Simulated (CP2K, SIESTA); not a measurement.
A SIESTA input for a self-consistent single point of AlN (P6_3mc, 4 atoms in the cell) (DFT, GGA PBE, numerical atomic orbitals DZP, PseudoDojo PBE standard norm-conserving potentials (rewritten from UPF to PSML)):

```
# files in the folder: Al.psml N.psml (PseudoDojo PBE standard)
SystemName  AlN
SystemLabel AlN

NumberOfAtoms                4
NumberOfSpecies              2
%block ChemicalSpeciesLabel
  1 13 Al
  2 7 N
%endblock ChemicalSpeciesLabel
LatticeConstant              3.093237 Ang
%block LatticeVectors
     1.000000000    0.000000000    0.000000000
    -0.499999838    0.866025138    0.000000000
     0.000000000    0.000000000    1.603584853
%endblock LatticeVectors
AtomicCoordinatesFormat      ScaledCartesian
%block AtomicCoordinatesAndAtomicSpecies
     0.500000554    0.288674757    0.800653881  1
    -0.000000392    0.577350381    1.602446308  1
     0.500000554    0.288674757    1.412293216  2
    -0.000000392    0.577350381    0.610500789  2
%endblock AtomicCoordinatesAndAtomicSpecies

XC.functional                GGA
XC.authors                   PBE
PAO.BasisSize                DZP
PAO.EnergyShift              0.01 Ry
MeshCutoff                   300 Ry
%block kgrid.MonkhorstPack
    6   0   0  0.0
    0   6   0  0.0
    0   0   4  0.0
%endblock kgrid.MonkhorstPack
OccupationFunction           FD
ElectronicTemperature        20.0 meV

MaxSCFIterations             150
SCF.Mixer.Method             Broyden
SCF.Mixer.Weight             0.1
SCF.Mixer.History            8
SCF.DM.Tolerance             1.0E-04
Diag.ParallelOverK           true
WriteForces                  true
```

**Question.** Write the same calculation as an input for CP2K.

**Answer.** This is the input that was run; spellings and numerical settings could be chosen otherwise.

```
&GLOBAL
  PROJECT bulk
  RUN_TYPE ENERGY_FORCE
  PRINT_LEVEL LOW
&END GLOBAL
&FORCE_EVAL
  METHOD Quickstep
  STRESS_TENSOR ANALYTICAL
  &DFT
    BASIS_SET_FILE_NAME BASIS_MOLOPT
    POTENTIAL_FILE_NAME GTH_POTENTIALS
    &QS
      METHOD GPW
      EPS_DEFAULT 1E-10
    &END QS
    &MGRID
      CUTOFF 400
      REL_CUTOFF 60
      NGRIDS 5
    &END MGRID
    &SCF
      SCF_GUESS ATOMIC
      EPS_SCF 1E-6
      MAX_SCF 100
      ADDED_MOS 4
      &DIAGONALIZATION
        ALGORITHM STANDARD
      &END DIAGONALIZATION
      &MIXING
        METHOD BROYDEN_MIXING
        ALPHA 0.2
        NBUFFER 8
        BETA 1
      &END MIXING
      &SMEAR ON
        METHOD FERMI_DIRAC
        ELECTRONIC_TEMPERATURE [K] 232.09
      &END SMEAR
    &END SCF
    &KPOINTS
      SCHEME MONKHORST-PACK 6 6 4
      GAMMA_CENTERED T
    &END KPOINTS
    &XC
      &XC_FUNCTIONAL PBE
      &END XC_FUNCTIONAL
    &END XC
    &PRINT
      &MO
        EIGENVALUES T
        OCCUPATION_NUMBERS T
        NDIGITS 8
        FILENAME mo
        &EACH
          QS_SCF 0
        &END EACH
        ADD_LAST NUMERIC
      &END MO
      &MULLIKEN OFF
      &END MULLIKEN
    &END PRINT
  &END DFT
  &SUBSYS
    &CELL
      A 3.09323700 0.00000000 0.00000000
      B -1.54661800 2.67882100 0.00000000
      C 0.00000000 0.00000000 4.96026800
      PERIODIC XYZ
    &END CELL
    &COORD
      Al       1.54662021     0.89293944     2.47661221
      Al      -0.00000121     1.78588156     4.95674621
      N        1.54662021     0.89293944     4.36855763
      N       -0.00000121     1.78588156     1.88842363
    &END COORD
    &KIND Al
      BASIS_SET DZVP-MOLOPT-SR-GTH-q3
      POTENTIAL GTH-PBE-q3
    &END KIND
    &KIND N
      BASIS_SET DZVP-MOLOPT-SR-GTH-q5
      POTENTIAL GTH-PBE-q5
    &END KIND
  &END SUBSYS
  &PRINT
    &FORCES ON
    &END FORCES
    &STRESS_TENSOR ON
    &END STRESS_TENSOR
  &END PRINT
&END FORCE_EVAL
```

Basis, cutoffs, solver keys and any potentials are the target program's own. This input uses DFT PBE, GPW, DZVP-MOLOPT-SR-GTH basis, GTH-PBE potentials (GTH_POTENTIALS).

The starting cell comes from a database of computed structures (which also holds hypothetical and non-ambient phases and stackings), without a prior relaxation at this level. Its lattice was rescaled by a random factor within 2.5 % of one.
